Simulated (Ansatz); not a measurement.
CsCl-type NiTi (cubic form, which distorts at low temperature) was calculated with LDA in Ansatz (plane waves, PAW).

Run with plane-wave cutoff 520 eV, 18×18×18 k mesh, Fermi–Dirac smearing 0.05 eV, no spin polarisation, scalar-relativistic PAW data made under PBE.

Computed at the level's own relaxed cell.

Give the computed lattice constant a and bulk modulus B0.


- lattice constant a: 2.938 Å
- bulk modulus B0: 191 GPa

The run finds no gap.

Note: symmetry holds this phase in the static calculation, where it need not be a minimum; the relaxation could not lower the start's symmetry, so the cell can be a saddle point above a distorted one; the bulk modulus is −V dP/dV from two relaxed cells at ±2 % in volume.

The computed numbers hold no vibrational or temperature effects.

Ansatz is a program for electronic structure.
